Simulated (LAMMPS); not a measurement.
MD of Si (diamond structure) at zero pressure, 1000 atoms, as a liquid; each row is its own run.

All values are model results, not measurements: classical MD, pair style meam, file library.meam (library.meam-Si); code LAMMPS.

```csv
T (K),D(Si) (cm²/s)
1350,9.73e-6
1520,1.95e-5
1690,3.03e-5
2110,6.27e-5
2190,7.16e-5
2360,8.84e-5
2700,0.000121
```

### Question
Fit an Arrhenius law, ln y = a + b / x, to these rows (x is the first column, y the second) and predict the run at x = 1860.

### Answer
Least squares gives a = -6.4961 and b = -6700. The slope times kB gives an activation energy of 0.58 eV. At x = 1860 the fit predicts 4.11e-5 cm²/s. The run itself gave (4.3 ± 0.2) × 10^-5 cm²/s, so the fit is 5.5 % low.

Caution: the potential MEAM library.meam-Si is a first-neighbour MEAM set with a 4 Å cutoff, used here without a parameter file and away from the static properties it was fitted to.

Caution (rows 1350; 1520): this liquid lies under the measured melting point of 1687 K, so it is undercooled or the potential melts low.

Caution: a run this short can hold a crystal over, or a liquid under, the potential's own melting point, which these runs don't give.

Errors of D are the spread over four groups of atoms in one short run; a floor of about 5 %, a picked value, is safer.
